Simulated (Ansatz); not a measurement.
# A computed series for Zr: response to strain

The parent structure is Zr in the hcp (Mg type) structure (space group P6_3/mmc, No. 194; a = 3.144 Å, c = 5.093 Å; relaxed with 0.1 eV smearing).

Strains are applied to the cell and any free atomic positions relax.

The values are results of LDA in Ansatz (plane waves to 420 eV, PAW, no SOC), not measurements.

Notes on the quantities. energy relative to the base: free energy F; pressure: mean of the normal stresses, compression positive.

| variant | energy relative to the base | pressure | volume per atom |
|---|---|---|---|
| base | 0 meV/atom | 0.0 GPa | 21.80 Å³ |
| isotropic strain −3.00 % | +61 meV/atom | 11.0 GPa | 19.89 Å³ |
| isotropic strain −2.50 % | +42 meV/atom | 8.9 GPa | 20.20 Å³ |
| isotropic strain −2.00 % | +27 meV/atom | 6.9 GPa | 20.51 Å³ |
| isotropic strain −1.50 % | +15 meV/atom | 5.1 GPa | 20.83 Å³ |
| isotropic strain −1.00 % | +6.5 meV/atom | 3.3 GPa | 21.15 Å³ |
| isotropic strain +0.50 % | +1.6 meV/atom | -1.5 GPa | 22.12 Å³ |
| isotropic strain +1.50 % | +14 meV/atom | -4.3 GPa | 22.79 Å³ |
| isotropic strain +2.00 % | +24 meV/atom | -5.6 GPa | 23.13 Å³ |
| isotropic strain +2.50 % | +38 meV/atom | -6.8 GPa | 23.47 Å³ |

Whether these cells are dynamically stable was not tested. All final runs are without spin polarisation.

Ansatz is a quantum-chemistry and plane-wave program.
